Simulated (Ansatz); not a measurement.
## How the bulk modulus B0 of AlC₆ (model structure, P6/mmm, No. 191, 7 atoms in the cell) moves with the method

No measured value is used here.

| level (code) | value (GPa) | cell (Å³/atom) |
|---|---|---|
| LDA (Ansatz) | 34.5 | 11.81 |
| PBE (Ansatz) | 4.54 | 14.75 |
| PBEsol (Ansatz) | 25.3 | 12.23 |
| r²SCAN (Ansatz) | 10.7 | 14.49 |

LDA, PBE, PBEsol, r²SCAN: the bulk modulus is −V dP/dV from two relaxed cells at ±2 % in volume. Each level is taken at its own relaxed cell. Cutoffs differ between the levels. Ansatz's density-functional and Hartree–Fock values are scalar-relativistic unless marked +SOC, with PAW data made under PBE.

A model structure was made by putting elements into a prototype or built by hand; it is no filed structure, need not be a known phase, and can be a saddle point held by its symmetry.

Ansatz is a first-principles code.
